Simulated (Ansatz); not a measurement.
## Ti under a change: uniaxial stress, 3 GPa compression along z

The reference is Ti in the hcp (Mg type) structure (space group P6_3/mmc, No. 194; a = 2.936 Å, c = 4.636 Å). Axes: x lies along a and z along c of the hexagonal cell.

Modification: uniaxial stress, 3 GPa compression along z, with the cell and atoms free to relax against it.

The values are results of r2SCAN, PAW, 500 eV (Ansatz, a program for electronic structure; no spin-orbit coupling), not measurements. k-mesh 18×18×10 (Γ-centred); smearing 0.05 eV (Fermi–Dirac).

The volume per atom falls by 0.14 Å³ (17.30 Å³ → 17.16 Å³) and the shortest interatomic distance falls by 0.029 Å (2.872 Å → 2.843 Å). The energy goes up by 2.9 meV/atom and the band gap stays zero. The strain response (xx, yy, zz) comes out as (+0.51, +0.51, −1.84) % (rough).

Final structure:

```
Ti
1.0
    2.95099     0.00000     0.00000
   -1.47550     2.55563     0.00000
    0.00000     0.00000     4.55106
Ti
2
Cartesian
  0.00000   1.70376   3.41330
  1.47550   0.85188   1.13777
```

Without a gap, meshes like the base's 18×18×10 leave anisotropic stresses uncertain by several tenths of a GPa, and small strain energies with them. Stability under load was not tested beyond the relaxation. All final runs are without spin polarisation.
